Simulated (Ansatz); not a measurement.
Seebeck coefficient (μV/K, mean over directions) of n-type ZnInGaO$_{4}$ (R3m) against carrier density, PBEsol, rigid bands (Ansatz, a first-principles code). Computed gap 1.17 eV; densities at which minority carriers matter at this gap, or further valleys turn the trend, are left out. Conductivity mass 0.20 mₑ (harmonic mean over directions), N_c = 2.1e18 cm⁻³ at 300 K.

```tsv
electron density	300 K	500 K
1e16 cm⁻³	-677	-746
1e17 cm⁻³	(withheld)	-547
1e18 cm⁻³	-284	-351
3e18 cm⁻³	(withheld)	-260
1e19 cm⁻³	-114	-167
3e19 cm⁻³	-62	-99
1e20 cm⁻³	-30	-51
3e20 cm⁻³	-17	-28
1e21 cm⁻³	-9	(withheld)
```

Some entries are withheld; supply them.


- 1e17 cm⁻³, 300 K: -479
- 3e18 cm⁻³, 300 K: -197
- 1e21 cm⁻³, 500 K: -15

Rigid bands with a gap fixed in temperature, one relaxation time for all states, no polarons or phonon drag, and whether or not such doping can be reached. Spin-orbit coupling is left out.
